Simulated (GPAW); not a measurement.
```yaml
crystal:
  lattice:
    - [3.59670, 0.00000, 0.00000]
    - [0.00000, 3.59670, 0.00000]
    - [0.00000, 0.00000, 3.59670]
  atoms:
    - { symbol: Si, position: [0.00000, 0.00000, 0.00000] }
    - { symbol: Ni, position: [0.00000, 0.50000, 0.50000] }
    - { symbol: Ni, position: [0.50000, 0.00000, 0.50000] }
    - { symbol: Ni, position: [0.50000, 0.50000, 0.00000] }
```

Method of the run: PBEsol, GPAW PAW datasets PBEsol (made by gpaw-setup) (plane waves; GPAW).

The set-up and first iterations of a GPAW log for Ni₃Si (Pm-3m, 4 atoms in the cell):

```
Input parameters:
  convergence: {density: 1e-05,
                energy: 1e-05}
  kpts: [7 7 7]
  maxiter: 150
  mode: {ecut: 800,
         name: pw}
  nbands: -10
  occupations: {name: methfessel-paxton,
                order: 0,
                width: 0.272}
  symmetry: {symmorphic: False,
             tolerance: 0.0005}
  xc: PBEsol

species:
  Si:
    name: Silicon
    Z: 14.0
    valence: 4
    core: 10
    charge: 0.0
    file: Si.PBEsol.gz

    # Using partial waves for Si as LCAO basis

  Ni:
    name: Nickel
    Z: 28.0
    valence: 16
    core: 12
    charge: 0.0
    file: Ni.PBEsol.gz

    # Using partial waves for Ni as LCAO basis

Reference energy: -131869.463201  # eV

Spin-paired calculation

Convergence criteria:
 Maximum [total energy] change in last 3 cyles: 1e-05 eV / valence electron
 Maximum integral of absolute [dens]ity change: 1e-05 electrons / valence electron
   [... lines left out ...]

Eigensolver

Densities:
  Coarse grid: 24*24*24 grid
  Fine grid: 48*48*48 grid
  Total Charge: 0.000000

Density mixing:
  Method: separate
  Backend: pulay
  Linear mixing parameter: 0.05
  old densities: 5
  Damping of long wavelength oscillations: 50

Hamiltonian:
  XC and Coulomb potentials evaluated on a 48*48*48 grid
  External potential:
    NoExternalPotential

XC parameters: PBEsol with 2 nearest neighbor stencil

Number of atoms: 4
Number of atomic orbitals: 40
Number of bands in calculation: 36
Number of valence electrons: 52
Bands to converge: occupied

Density initialized from atomic densities
  36 bands from LCAO basis set

Atomic positions and initial magnetic moments

Positions:
   0 Si     0.000000    0.000000    0.000000    ( 0.0000,  0.0000,  0.0000)
   1 Ni     0.000000    1.798348    1.798348    ( 0.0000,  0.0000,  0.0000)
   2 Ni     1.798348    0.000000    1.798348    ( 0.0000,  0.0000,  0.0000)
   3 Ni     1.798348    1.798348    0.000000    ( 0.0000,  0.0000,  0.0000)

Unit cell:
           periodic     x           y           z      points  spacing
  1. axis:    yes    3.596697    0.000000    0.000000    24     0.1499
  2. axis:    yes    0.000000    3.596697    0.000000    24     0.1499
  3. axis:    yes    0.000000    0.000000    3.596697    24     0.1499

  Lengths:   3.596697   3.596697   3.596697
  Angles:   90.000000  90.000000  90.000000

Effective grid spacing dv^(1/3) = 0.1499
     iter     time        total  log10-change:
                         energy   eigst   dens
iter:   1 --:--:--   -31.506578
iter:   2 --:--:--   -31.376206   -0.22  -1.55
iter:   3 --:--:--   -31.202516   -0.78  -1.65
iter:   4 --:--:--   -31.526575   -1.29  -1.78
iter:   5 --:--:--   -31.534167   -2.22  -1.82
```

Will this run converge, and how will it end?

The run converged in 30 iterations. Its thresholds were met; that alone does not show that basis and mesh suffice. It ends on: free energy E − TS (from the program's reference atoms) -31.3817 eV; Fermi level (on the code's own zero) 8.69 eV; pressure -19.31 GPa. The log goes on:

```
   [... 4 lines left out ...]
iter:  10 --:--:--   -31.344500   -2.45  -2.15
iter:  11 --:--:--   -31.344724   -4.04  -2.66
iter:  12 --:--:--   -31.343825   -4.25  -2.76
   [... lines left out ...]
iter:  16 --:--:--   -31.343534c  -6.54  -3.54
iter:  17 --:--:--   -31.343529c  -6.58  -3.62
iter:  18 --:--:--   -31.343536c  -6.67  -3.74
iter:  19 --:--:--   -31.343596c  -6.42  -3.92
iter:  20 --:--:--   -31.343590c  -7.83c -4.18
iter:  21 --:--:--   -31.343581c  -7.49c -4.22
iter:  22 --:--:--   -31.343584c  -7.86c -4.27
iter:  23 --:--:--   -31.343588c  -8.48c -4.37
iter:  24 --:--:--   -31.343583c  -7.80c -4.48
iter:  25 --:--:--   -31.343581c  -8.27c -4.70
iter:  26 --:--:--   -31.343584c  -8.14c -4.81
iter:  27 --:--:--   -31.343587c  -8.32c -4.92
iter:  28 --:--:--   -31.343587c  -9.32c -4.96
iter:  29 --:--:--   -31.343585c  -9.18c -4.99
iter:  30 --:--:--   -31.343584c  -8.87c -5.05c
Converged after 30 iterations.

Dipole moment: (-0.000000, 0.000000, 0.000000) |e|*Ang

Energy contributions relative to reference atoms: (reference = -131869.463201)

Kinetic:         +5.098483
Potential:       -0.678938
External:        +0.000000
XC:             -35.958876
Entropy (-ST):   -0.076322
Local:           +0.233909
SIC:             +0.000000
--------------------------
Free energy:    -31.381745
Extrapolated:   -31.343584

Showing only first 2 kpts
 Kpt  Band  Eigenvalues  Occupancy
  0    24      8.35543    1.91640
  0    25      8.64506    1.17749
  0    26      8.64506    1.17749
  0    27      8.64506    1.17749

  1    24      8.26523    1.97213
  1    25      8.64528    1.17659
  1    26      9.06592    0.04954
  1    27      9.06592    0.04954

Fermi level: 8.68820

No gap
No difference between direct/indirect transitions
Energy (eV): -31.343584

Forces in eV/Ang:
  0 Si   -0.00000   -0.00000    0.00000
  1 Ni   -0.00000    0.00000    0.00000
  2 Ni    0.00000    0.00000    0.00000
  3 Ni    0.00000    0.00000    0.00000

Stress tensor:
     0.120554     0.000000     0.000000
     0.000000     0.120554     0.000000
     0.000000     0.000000     0.120554
Stress (GPa, Voigt): [19.3149 19.3149 19.3149  0.      0.      0.    ]
```

For comparison: a first run (DFT PBE, plane waves, GPAW PAW datasets PBE (gpaw-data 1.0.1)) was changed to give this one (xc: PBE → PBEsol; potentials: GPAW PAW datasets PBEsol (made by gpaw-setup)), and from it to this one the pressure goes from -12.20 to -19.31 GPa.

The starting cell has typed, rounded lattice constants, without a prior relaxation at this level. Its lattice was rescaled by a random factor within 2.5 % of one. Spin polarisation is off. With a pressure of about -19 GPa the cell is away from its equilibrium volume at this level.

The run was DFT PBEsol, plane waves, GPAW PAW datasets PBEsol (made by gpaw-setup). Main settings of its input:

| setting | value |
|---|---|
| mode | pw |
| ecut | 800 eV |
| xc | PBEsol |
| kpts | 7 7 7 |
| mesh shift (steps) | 0 0 0 |
| occupations.name | methfessel-paxton |
| occupations.width | 0.272 eV |
| occupations.order | 0 |
| nbands | -10 |
| convergence.density | 1e-05 e/electron |
| convergence.energy | 1e-05 eV/electron |
| symmetry.symmorphic | false |
